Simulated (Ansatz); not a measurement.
Relaxation of the atoms of SrBi2Pd2 (P2_1/m, 10 atoms in the cell) at several settings

```
CELL_PARAMETERS angstrom
      4.92622     0.00000     0.00000
      0.00000     4.81689     0.00000
     -0.33310     0.00000    10.80176
ATOMIC_POSITIONS crystal
  Sr 0.25942 0.75000 0.76282
  Sr 0.74058 0.25000 0.23718
  Bi 0.20930 0.75000 0.12002
  Bi 0.79070 0.25000 0.87998
  Bi 0.25053 0.25000 0.50326
  Bi 0.74947 0.75000 0.49674
  Pd 0.24351 0.75000 0.37089
  Pd 0.75649 0.25000 0.62911
  Pd 0.69006 0.75000 0.99946
  Pd 0.30994 0.25000 0.00054
```

Base: PBEsol, default PAW files made with PBE in Ansatz (a program for electronic structure). Its settings: basis.ecutwfc = 420 eV; kpoints.mp_grid.grid = 5 5 2; hamiltonian.xc = pbesol; hamiltonian.pseudopotentials = {kind: paw} (the program's default PAW files); scf.occupations.method = gaussian; scf.occupations.width = 0.05 eV. Starting volume 25.63 Å³ per atom.

Each line gives the change from the base single point and the result:

- atoms moved at random; relax: default → atoms; relax.f_tol: default → 0.005 eV/Å: pressure -2.02 GPa; largest force (vector length) 0.001 eV/Å; relaxation steps 5; free energy against the base single point -0.4 meV/atom.
- atoms moved at random; relax: default → atoms; relax.f_tol: default → 0.03 eV/Å: pressure -2.02 GPa; largest force (vector length) 0.007 eV/Å; relaxation steps 4; free energy against the base single point -0.4 meV/atom.
- atoms moved at random; scf.convergence.dr2_threshold: default (1e-07 eV) → 0.001 eV; relax: default → atoms; relax.f_tol: default → 0.03 eV/Å: pressure -2.02 GPa; largest force (vector length) 0.007 eV/Å; relaxation steps 4; free energy against the base single point -0.4 meV/atom.

The starting cell comes from a database of computed structures (which also holds hypothetical and non-ambient phases and stackings), without a prior relaxation at this level. Spin polarisation is off. Ansatz's pressure includes its estimate of the finite-basis (Pulay) stress.

Keys are those of Ansatz 0.2.
